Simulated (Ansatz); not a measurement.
Strongest site found for Li on several surfaces, against an atom of bcc Li.

Host crystals: zinc-blende GaAs, with a band gap; rock-salt MgO, with a band gap (PBE, scalar-relativistic without spin-orbit coupling).

All values below come from PBE (plane waves to 420 eV, PAW; Ansatz, a quantum-chemistry and plane-wave program).

Counted are starts at which the adsorbate stayed whole and on top. Thin slabs; no dispersion, zero-point or thermal terms; negative values mean binding.

| surface, area an adsorbate | bonded to | E_ads (eV) | shortest bond to the host (Å) |
|---|---|---|---|
| fcc Au (111), 7 Å² | 3 Au | -0.57 | 2.60 |
| fcc Pt (111), 7 Å² | 3 Pt | -0.98 | 2.53 |
| fcc Cu (100), 7 Å² | 4 Cu | ___ | 2.59 |
| zinc-blende GaAs (110) (As + Ga on top), 47 Å² | 2 As + Ga | ___ | 2.62 |
| bcc Ta (110), 8 Å² | 4 Ta | ___ | 2.90 |
| bcc Mo (110), 7 Å² | 4 Mo | -0.54 | 2.74 |
| fcc Ni, ferromagnetic (111), 5 Å² | 3 Ni | ___ | 2.47 |
| rock-salt MgO (100) (Mg + O on top), 9 Å² | 4 Mg + O | 0.18 | 2.05 |
| fcc Ni, ferromagnetic (111), 21 Å² | 3 Ni | ___ | 2.47 |

Problem. What belongs in the gaps?

Solution. 
- fcc Cu (100), 7 Å², E_ads (eV): -0.37
- zinc-blende GaAs (110) (As + Ga on top), 47 Å², E_ads (eV): -0.23
- bcc Ta (110), 8 Å², E_ads (eV): -0.42
- fcc Ni, ferromagnetic (111), 5 Å², E_ads (eV): -0.25
- fcc Ni, ferromagnetic (111), 21 Å², E_ads (eV): -0.83
